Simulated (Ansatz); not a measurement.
## CdSe, pressure series

Start from CdSe in the zinc blende structure (space group F-43m, No. 216; a = 6.1333 Å).

Cell and atoms are relaxed at each pressure.

Level of theory: Ansatz (a first-principles code) r2SCAN, no SOC.

Base values:

```
Quantity   Result
--------  -------
Band gap  1.04 eV
```

### Question
The aim is a band gap between 0.91 eV and 0.96 eV. Which of these changes reaches it?
A. pressure −2 GPa
B. pressure 10 GPa
C. pressure 1.5 GPa

### Answer
A, pressure −2 GPa. It gives 0.94 eV; pressure 10 GPa gives 1.34 eV; pressure 1.5 GPa gives 1.10 eV. Changes not listed may reach it too

Load acts through the strain it causes; cell and atoms are relaxed under it. Stability against distortions was not tested. Tetrahedral semiconductors of this kind turn to denser phases somewhere between about 1 and 50 GPa; those were not computed, so compressed cells here can lie past the real transition.
